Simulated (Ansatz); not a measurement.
HfTe2 (P-3m1, No. 164, 3 atoms in the cell; start mp-32887), treated with PBEsol (PAW; Ansatz, an electronic-structure program).

Settings: plane-wave cutoff 520 eV, 18×18×8 k mesh (along the axes of the cell as run), Fermi–Dirac smearing 0.05 eV, scalar-relativistic PAW data made under PBE.

Cell (relaxed at this level):

```cif
data_HfTe2
_chemical_formula_sum 'Hf1 Te2'
_space_group_name_H-M_alt 'P 1'
_space_group_IT_number 1
_cell_length_a 3.87603
_cell_length_b 3.87603
_cell_length_c 6.62834
_cell_angle_alpha 90.000
_cell_angle_beta 90.000
_cell_angle_gamma 120.000
loop_
_space_group_symop_operation_xyz
  'x, y, z'
loop_
_atom_site_label
_atom_site_type_symbol
_atom_site_fract_x
_atom_site_fract_y
_atom_site_fract_z
_atom_site_occupancy
Hf1 Hf 0.00000 0.00000 0.00000 1
Te1 Te 0.33333 0.66667 0.26902 1
Te2 Te 0.66667 0.33333 0.73098 1
```

Task: What does this level give for the bulk modulus B0?

Result: 
* **bulk modulus B0**: 25.6 GPa

The run finds no gap.

Note: the bulk modulus is −V dP/dV from two relaxed cells at ±2 % in volume; the relaxation could not lower the start's symmetry, so the cell can be a saddle point above a distorted one.

Spin–orbit coupling is not included; it can open a gap where bands touch, and shift volumes and moduli.

Static lattice: no zero-point or thermal effects.

A start named mp-… is a Materials Project structure, which need not be a measured phase.
